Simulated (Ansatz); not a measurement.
Amorphous In9Ga9Zn9O41Ta2, 70 atoms at 6.14 g/cm³, one PBE-relaxed geometry, zone centre. Methods: PBE, scalar-relativistic without spin-orbit coupling (Ansatz, a program for electronic structure); r2SCAN, scalar-relativistic without spin-orbit coupling (Ansatz); HSE06, scalar-relativistic without spin-orbit coupling (Ansatz). Plane waves to 420 eV (r2SCAN 500 eV); exact exchange is cut at the cell's faces. At PBE the levels at the filled edge of the gap are localised (band-tail or defect states). All rungs ran without spin polarisation.

Preparation: random packing, a CHGNet melt and quench, and a DFT relaxation. O atoms were pushed apart under 1.9 Å during the dynamics, to hinder bonds among them. The hot cell started wider than the set density and was brought back towards it in steps. It is the lowest in DFT energy of 2 quenches. It is a model cell: composition and starting density were chosen by hand, and all elements were melted together. No dispersion term was used. Its density started from a set value of 6.12 and ended at 6.14 g/cm³. The quench (nominally 260 K/ps over its main leg) was far faster than any real one, so the model tends to hold more defects than a real film. One small periodic cell is one sample of the glass; other quenches scatter about these values. Volume and shape were free in the relaxation.

The relaxation ran on the zone centre alone. At PBE the level gap is 1.05 eV on a 2×2×2 Γ-centred mesh, and the spacing at the zone centre alone 1.09 eV.

Problem. What zone-centre spacing does r2SCAN give, roughly?

Solution. 1.56 eV (+0.47 eV against PBE).

Problem. What zone-centre spacing does HSE06 give, roughly?

Solution. 2.66 eV (+1.57 eV against PBE).

The highest filled and the lowest empty state spread over these numbers of atoms (participation numbers): PBE: 9.6 and 59.5; r2SCAN: 9.4 and 58.0; HSE06: 9.5 and 57.3.
